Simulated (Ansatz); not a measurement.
We consider MgAu (Pm-3m, No. 221, 2 atoms in the cell; start mp-437), described by r²SCAN (PAW; Ansatz, a program for electronic structure).

Run with plane-wave cutoff 560 eV, 16×16×16 k mesh, Fermi–Dirac smearing 0.05 eV, scalar-relativistic PAW data made under PBE.

Cell (relaxed at this level):

```cif
data_AuMg
_chemical_formula_sum 'Mg1 Au1'
_space_group_name_H-M_alt 'Pm-3m'
_space_group_IT_number 221
_space_group_name_Hall '-P 4 2 3'
_cell_length_a 3.27055
_cell_length_b 3.27055
_cell_length_c 3.27055
_cell_angle_alpha 90.000
_cell_angle_beta 90.000
_cell_angle_gamma 90.000
loop_
_atom_site_label
_atom_site_type_symbol
_atom_site_symmetry_multiplicity
_atom_site_Wyckoff_symbol
_atom_site_fract_x
_atom_site_fract_y
_atom_site_fract_z
_atom_site_occupancy
Mg1 Mg 1 b 0.50000 0.50000 0.50000 1
Au1 Au 1 a 0.00000 0.00000 0.00000 1
```

Problem. Give the computed bulk modulus.

Solution. 
- bulk modulus = 92.3 GPa

The run finds no gap.

Note: the bulk modulus is −V dP/dV from two relaxed cells at ±2 % in volume; the relaxation could not lower the start's symmetry, so the cell can be a saddle point above a distorted one.

Spin–orbit coupling is not included; it can shift volumes and moduli of such heavy elements.

Computed values are for the static lattice.

A start named mp-… is a Materials Project structure, which need not be a measured phase.
